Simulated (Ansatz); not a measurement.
Reference: ZrMo2 (Fd-3m), PBEsol, DFPT electron-phonon coupling, linearised Boltzmann equation (plane waves, PAW, scalar-relativistic; Ansatz, a first-principles code); geometry: relaxed with this functional, without spin-orbit coupling.

```cif
data_Mo16Zr8
_chemical_formula_sum 'Zr8 Mo16'
_space_group_name_H-M_alt 'Fd-3m :1'
_space_group_IT_number 227
_space_group_name_Hall 'F 4d 2 3 -1d'
_cell_length_a 7.53021
_cell_length_b 7.53021
_cell_length_c 7.53021
_cell_angle_alpha 90.000
_cell_angle_beta 90.000
_cell_angle_gamma 90.000
loop_
_atom_site_label
_atom_site_type_symbol
_atom_site_symmetry_multiplicity
_atom_site_Wyckoff_symbol
_atom_site_fract_x
_atom_site_fract_y
_atom_site_fract_z
_atom_site_occupancy
Zr1 Zr 8 b 0.50000 0.50000 0.50000 1
Mo1 Mo 16 c 0.12500 0.12500 0.12500 1
```
(The calculation used a cell of 6 atoms; values per cell refer to that cell.)

The resistivity at 300 K comes out as 12.9 μΩ·cm and the mean free path at 300 K is 9.6 nm. The electron-phonon coupling λ is 0.29 and the logarithmic mean phonon energy is 18.8 meV.

Question: Swap Mo for W, keeping the structure type. How do these values move?

Answer: ZrW$_{2}$ (Fd-3m): volume per atom 17.8 to 18.1 Å³; resistivity at 300 K falls (12.9 μΩ·cm to 11.6 μΩ·cm); mean free path at 300 K rises (9.6 nm to 14.2 nm); electron-phonon coupling λ falls (0.29 to 0.22); logarithmic mean phonon energy stays about the same (18.8 meV to 17.4 meV).

Moves up to 8 % count as about the same. Metals; harmonic phonons alone scatter; means over directions. The mean free path is weighted by the current that each state carries. Halving the electron mesh moves these values by up to 6 %; q meshes are mostly untested. Spin-orbit coupling is left out.

Formula and space group known from diffraction (Crystallography Open Database), not checked to be the room-temperature form: ZrMo2 (Fd-3m), ZrW2 (Fd-3m). The missing spin-orbit coupling matters most for ZrW2 (Fd-3m).
